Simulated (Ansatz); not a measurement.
Pressure series in TaC

Take TaC in the rock salt structure (space group Fm-3m, No. 225; a = 4.4400 Å) as the base.

Cell and atoms are relaxed at each pressure.

Method: PBEsol (Ansatz, a first-principles code; PAW; 420 eV plane waves; no SOC).

```json
[
 {"pressure (GPa)": "-2", "volume per atom (Å³/atom)": "11.006"},
 {"pressure (GPa)": "0", "volume per atom (Å³/atom)": "10.941"},
 {"pressure (GPa)": "0.9", "volume per atom (Å³/atom)": "10.913"},
 {"pressure (GPa)": "2.1", "volume per atom (Å³/atom)": "10.876"},
 {"pressure (GPa)": "4.5", "volume per atom (Å³/atom)": "10.803"},
 {"pressure (GPa)": "9", "volume per atom (Å³/atom)": "10.673"},
 {"pressure (GPa)": "15", "volume per atom (Å³/atom)": "?"},
 {"pressure (GPa)": "22.5", "volume per atom (Å³/atom)": "10.325"},
 {"pressure (GPa)": "30", "volume per atom (Å³/atom)": "10.154"}
]
```

Fit the third-order Birch–Murnaghan form P(V) = (3B₀/2)[(V₀/V)^(7/3) − (V₀/V)^(5/3)]·[1 + (3/4)(B₀′ − 4)((V₀/V)^(2/3) − 1)] (squares taken in P) to the rows shown and predict the withheld row.

Least squares on the printed values gives V₀ = 10.941 Å³/atom, B₀ = 344 GPa, B₀′ = 4.1; this predicts 10.511 Å³/atom, and the run gives 10.511 Å³/atom, in agreement.

Load acts through the strain it causes; cell and atoms are relaxed under it. Whether these cells are dynamically stable was not tested. No other phases were tried under pressure. The final runs are not spin-polarised. An odd electron count without spin: TaC.
